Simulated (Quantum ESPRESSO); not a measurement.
A self-consistent single point of K3Pd (P1, 4 atoms in the cell) with Quantum ESPRESSO.

Computed with LDA (PZ), GBRV 1.5 ultrasoft (LDA) pseudopotentials (plane waves; Quantum ESPRESSO).

```
CELL_PARAMETERS angstrom
      5.44501     0.00000     0.00000
      0.00000     5.44501     0.00000
      0.00000     0.00000     5.44501
ATOMIC_POSITIONS crystal
  K  0.50270 0.49630 0.99238
  K  0.99298 0.48659 0.51491
  K  0.48210 0.01031 0.47055
  Pd 0.02221 0.00679 0.02216
```

Reference input (self-consistent single point, DFT, LDA (PZ), plane waves, GBRV 1.5 ultrasoft (LDA) pseudopotentials): ecutwfc = 40 Ry; ecutrho = 320 Ry; occupations = smearing; smearing = marzari-vanderbilt; degauss = 0.0073499 Ry; potentials = {K: k_lda_v1.4.uspp.F.UPF, Pd: pd_lda_v1.4.uspp.F.UPF}; K_POINTS = automatic 4 4 4 1 1 1; conv_thr = 1e-11 Ry; mixing_beta = 0.3. This run's input differs from it in these lines:

```diff
@@ -12,4 +12,4 @@
  ntyp = 2
- ecutwfc = 40
- ecutrho = 320
+ ecutwfc = 20
+ ecutrho = 160
  occupations = 'smearing'
```

Output, abridged:

```
     Self-consistent Calculation

     iteration #  1     ecut=    20.00 Ry     beta= 0.30

     negative rho (up, down):  7.641E-02 0.000E+00

     total energy              =    -358.62629601 Ry
     estimated scf accuracy    <      25.66446746 Ry

     iteration #  2     ecut=    20.00 Ry     beta= 0.30

     negative rho (up, down):  8.113E-02 0.000E+00

     total energy              =    -369.19089086 Ry
     estimated scf accuracy    <       7.61006507 Ry

     iteration #  3     ecut=    20.00 Ry     beta= 0.30

     negative rho (up, down):  8.723E-02 0.000E+00

     total energy              =    -367.54189651 Ry
     estimated scf accuracy    <       3.22558726 Ry

   [... 21 blocks of this kind left out ...]

     iteration # 25     ecut=    20.00 Ry     beta= 0.30

     negative rho (up, down):  9.164E-02 0.000E+00

     total energy              =    -368.34501781 Ry
     estimated scf accuracy    <          2.9E-10 Ry

     iteration # 26     ecut=    20.00 Ry     beta= 0.30

     negative rho (up, down):  9.164E-02 0.000E+00
     End of self-consistent calculation

     the Fermi energy is     4.4358 ev

!    total energy              =    -368.34501781 Ry
     estimated scf accuracy    <          4.7E-12 Ry
     smearing contrib. (-TS)   =      -0.00092736 Ry
     internal energy E=F+TS    =    -368.34409045 Ry

     convergence has been achieved in  26 iterations

     negative rho (up, down):  9.164E-02 0.000E+00

     Forces acting on atoms (cartesian axes, Ry/au):

     atom    1 type  1   force =    -0.00143558    0.00177703    0.00226343
     atom    2 type  1   force =     0.00197692    0.00182037   -0.00170831
     atom    3 type  1   force =    -0.00012125   -0.00524065   -0.00020912
     atom    4 type  2   force =    -0.00042009    0.00164325   -0.00034601

     Total force =     0.007142     Total SCF correction =     0.000002

     negative rho (up, down):  9.164E-02 0.000E+00
          total   stress  (Ry/bohr**3)                   (kbar)     P=     -654.54
  -0.00444711   0.00000040   0.00000554         -654.19        0.06        0.82
   0.00000040  -0.00445470   0.00000133            0.06     -655.31        0.20
   0.00000554   0.00000133  -0.00444669            0.82        0.20     -654.13

   JOB DONE.
```

The run converged in 26 iterations. Against the reference run the free energy rises by 4.24 eV/atom, the pressure goes from -2.36 to -65.45 GPa and the largest force hardly changes (0.138 to 0.135 eV/Å).

The starting cell comes from a database of computed structures (which also holds hypothetical and non-ambient phases and stackings), without a prior relaxation at this level. Its atoms were displaced at random from the sites of space group no. 221. Spin polarisation is off. At the lowered cutoff the pressure carries the error of an incomplete plane-wave basis.

Cost on one core of a shared machine: roughly 50 s.
